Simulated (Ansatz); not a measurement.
H2O on the 1x1 (100) surface of rock-salt MgO (cut with top plane Mg + O), one in a 2x2 cell, started at the site 'top Mg'

Host crystal: rock-salt MgO, with a band gap (PBE, scalar-relativistic without spin-orbit coupling).

Method: HSE06, at the PBE geometry (plane waves to 420 eV, PAW; Ansatz, an electronic-structure program).

Slab: 35 atoms, 6.4 Å thick at the start under the adsorbate (thin: gaps and levels are the slab's own); k 3x3x1, smearing 0.01 eV, dipole-corrected; single point; on the structure that PBE left under its start's symmetry; no spin, no spin-orbit, no U, no dispersion correction. At the end it is bonded to Mg. In PBE it is, or lies within 0.03 eV of, the lowest of the starts that converged; the order may differ at this level.

```
Item                                                                                                                                             Result
--------------------------------------------------------------------------------------  ---------------------------------------------------------------
adsorption energy against H2O(g) at the same level                                                                                             -0.46 eV
change of the step from the bottom to the top vacuum level, against the clean slab                                                              0.66 eV
height of the binding atom over the mean of the host atoms within 0.3 Å of the top one                                                          2.218 Å
nearest host atoms of the binding atom                                                                           Mg at 2.23 Å, O at 2.83 Å, O at 2.83 Å
note                                                                                    in the relaxation the adsorbate left its starting site by 0.5 Å
cost                                                                                                             about 25 core-minutes (a rough figure)
```

A negative adsorption energy means that the adsorbate is more stable on the surface than in its reference.
